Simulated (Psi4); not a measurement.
Psi4 1.11, TPSS/def2-svp: C[SiH2]C[SiH](F)F, 14 atoms. The geometry is a generated start, not checked to be a minimum at this level.

* **task**: energy
* **method**: tpss
* **basis**: def2-svp
* **memory**: 3 GB
* **maxiter**: 100
* **keys of the molecule block**: symmetry c1
* **scf_type**: df (default)
* **guess**: auto, which took SAD (default)
* **scf_initial_accelerator**: adiis (default)
* **e_convergence**: 1e-06 (default)
* **d_convergence**: 1e-06 (default)
* **dft_radial_points**: 75 (default)
* **dft_spherical_points**: 302 (default)
* **basis functions**: 132
* **grid points**: 298889

```xyz
14

Si     1.7484     0.8616    -0.4447
F      2.8353     1.9249     0.0677
F      2.6833    -0.3502    -0.9078
C      0.6530     0.2853     0.9666
Si    -0.6535    -1.0292     0.5083
C     -1.9342    -0.2443    -0.6516
H      1.1534     1.4314    -1.6310
H      1.2926    -0.1303     1.7477
H      0.1514     1.1434     1.4128
H     -0.0111    -2.1765    -0.1408
H     -1.3090    -1.4687     1.7496
H     -2.4135     0.6157    -0.1908
H     -2.7147    -0.9545    -0.9049
H     -1.4814     0.0913    -1.5811
```

One run each on 2 threads. Values of diis_max_vecs tried: 3, 6, 10 (default), 20.

Q: Which value of diis_max_vecs needs the fewest SCF iterations, and what happens away from it?

A: Fewest SCF iterations, within one of each other: 6 with 9, 10 (default) with 9, 20 with 9. The count rises to 14 at 3. All converge to one solution.

```json
[
 {"diis_max_vecs": "3", "SCF iterations": "14", "end": "same solution"},
 {"diis_max_vecs": "6", "SCF iterations": "9", "end": "same solution"},
 {"diis_max_vecs": "10 (default)", "SCF iterations": "9", "end": "same solution"},
 {"diis_max_vecs": "20", "SCF iterations": "9", "end": "same solution"}
]
```
